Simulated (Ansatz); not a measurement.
Structure of amorphous Hf24O24 (periodic cell):

```
CELL_PARAMETERS angstrom
      9.14214    -0.32859     0.21872
     -0.32859     8.31069    -0.09926
      0.21872    -0.09926     9.14334
ATOMIC_POSITIONS crystal
  Hf 0.15590 0.37951 0.25918
  Hf 0.94737 0.45256 0.99244
  Hf 0.69665 0.23101 0.55450
  Hf 0.79644 0.80789 0.05872
  Hf 0.08965 0.79078 0.82283
  Hf 0.92280 0.98288 0.46801
  Hf 0.80337 0.52665 0.31650
  Hf 0.37647 0.06127 0.71840
  Hf 0.11443 0.05969 0.05071
  Hf 0.46376 0.68811 0.77013
  Hf 0.67631 0.96601 0.76635
  Hf 0.58951 0.85540 0.39604
  Hf 0.46656 0.98059 0.04481
  Hf 0.06722 0.36873 0.59338
  Hf 0.94821 0.13827 0.81611
  Hf 0.60029 0.29947 0.87147
  Hf 0.25026 0.36682 0.88697
  Hf 0.42330 0.38818 0.53912
  Hf 0.81443 0.63157 0.66225
  Hf 0.78053 0.16401 0.13261
  Hf 0.49676 0.44657 0.17941
  Hf 0.15017 0.73271 0.16836
  Hf 0.23675 0.67883 0.49244
  Hf 0.27282 0.06963 0.38184
  O  0.80035 0.74589 0.44879
  O  0.59455 0.79329 0.93871
  O  0.93020 0.35104 0.21665
  O  0.45801 0.48403 0.95783
  O  0.28773 0.50250 0.69588
  O  0.12008 0.85637 0.39661
  O  0.93618 0.98271 0.19262
  O  0.74951 0.08835 0.38024
  O  0.63151 0.65736 0.23289
  O  0.85681 0.42759 0.51627
  O  0.36083 0.29685 0.32794
  O  0.61423 0.38860 0.38315
  O  0.27895 0.81934 0.68892
  O  0.61390 0.48633 0.69532
  O  0.87143 0.65722 0.87794
  O  0.55441 0.21716 0.10004
  O  0.04725 0.62664 0.63048
  O  0.46345 0.66556 0.51044
  O  0.65013 0.94722 0.17353
  O  0.92956 0.65741 0.15973
  O  0.07151 0.18715 0.41718
  O  0.40118 0.90297 0.28914
  O  0.31000 0.58956 0.25150
  O  0.91806 0.89341 0.69044
```

All values below come from PBE, scalar-relativistic without spin-orbit coupling (plane waves to 420 eV, PAW; Ansatz, a first-principles code). Neutral PBE cell, which sets geometry, pressure and energy: sampling: a 2×2×2 Γ-centred mesh; Fermi-Dirac width 0.1 eV; no spin polarisation. The usual formal charges leave 48 electrons over, so the level spacing at the Fermi energy parts defect or band states and needn't be the band gap.

It comes from a melt-quench run on a machine-learned potential (CHGNet), relaxed afterwards by DFT. O atoms were pushed apart under 1.9 Å during the dynamics, to hinder bonds among them. The hot cell started wider than the set density and was brought back towards it in steps. It is the lowest in DFT energy of 3 quenches. It is a model cell: composition and starting density were chosen by hand, and all elements were melted together. No dispersion term was used. Its density started from a set value of 13.07 and ended at 11.18 g/cm³. The simulated quench (nominally 360 K/ps over its main leg) is rapid and tends to freeze in more defects than a deposited or slowly cooled glass has. One small periodic cell is one sample of the glass; other quenches scatter about these values. Volume and shape were free in the relaxation.

Problem. Give the pressure, the energy against reference phases and the spacing of the highest filled and lowest empty levels.

Solution. 
```yaml
Pressure on a 2×2×2 Γ-centred mesh: -0.05 GPa
Largest force and stress component on that mesh (the relaxation ran on one k-point at (1/4, 1/4, 1/4)): 0.19 eV/Å and 0.1 GPa
Energy relative to HfO2 (P2_1/c) + hcp Hf (lowest mix at this level among the phases computed, not always the ambient ones): 0.247 eV/atom
Level spacing at the Fermi energy on a 2×2×2 Γ-centred mesh (PBE): within the smearing (under twice its width)
```

The spare electrons fill defect levels or the bottom of the conduction band, and the levels at the Fermi energy are partly filled.

Neighbours within Hf-Hf 3.34 Å, Hf-O 2.68 Å, O-O 1.58 Å count as bonded. Two cations that share two anions don't count as bonded, nor two that share one unless they lie closer than Hf-Hf 3.25 Å.

A PBE run started with 1 μB on atoms that lack a bond or may hold spare charge lost its moments; other starts weren't tried.
